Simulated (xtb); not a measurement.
xtb 6.7.1, GFN1-xTB: Hf(NH2)3(NMe2) (C[N](C)[Hf]([NH2])([NH2])[NH2]), 19 atoms. The geometry is a generated start, not checked to be a minimum at this level.

```
Quantity                                                                                                        Value
------------------------  -------------------------------------------------------------------------------------------
method                                                                                                       GFN1-xTB
--acc                                                                                                     1 (default)
--etemp (K)                                                                                             300 (default)
detailed input (--input)  none: ANC optimiser, Lindh (1995) Hessian, microcycle=20, maxdispl=1.0, hlow=0.01 (default)
basis functions                                                                                                    58
valence electrons                                                                                                  44
```

```xyz
19

Hf     0.5839    -0.5732     0.2186
N      2.4673    -0.4481    -0.5215
H      2.4801    -0.3690    -1.5413
H      3.0417    -1.2681    -0.3102
N      0.5787    -1.3329     2.0998
H      0.5313    -0.6104     2.8226
H      1.4090    -1.8861     2.3287
N     -0.4400    -1.7793    -1.0585
H     -1.4488    -1.8121    -0.8868
H     -0.1490    -2.7604    -1.0614
N     -0.3138     1.2319     0.2995
C     -1.7129     0.9979     0.6228
C     -0.2110     1.8216    -1.0259
H     -2.2398     1.9521     0.7789
H     -2.2465     0.4620    -0.1877
H     -1.7819     0.4156     1.5494
H     -0.6864     1.1868    -1.8011
H     -0.7061     2.8036    -1.0545
H      0.8442     1.9682    -1.2713
```

Charge 0 and multiplicity 1 are set for this test and not shown to be the ground state.

The structure is relaxed from this start with --opt LEVEL for the levels crude, sloppy, loose, lax, normal, tight, vtight, extreme, once each. Up to the end of the extreme run atoms move by at most 1.1 Å along an axis.

### Question
Which level is enough to come within 20 meV of the tightest end point?

### Answer
lax: 40 cycles against 60, ending 1.2 meV above.

| level | cycles | energy above the extreme run (meV) | gradient norm (eV/Å) |
|---|---|---|---|
| crude | 13 | 40 | 0.38 |
| sloppy | 18 | 34 | 0.14 |
| loose | 18 | 34 | 0.14 |
| lax | 40 | 1.2 | 0.12 |
| normal | 45 | 0.28 | 0.047 |
| tight | 48 | 0.14 | 0.015 |
| vtight | 57 | under 0.01 | 0.0068 |
| extreme | 60 | — | 0.0016 |
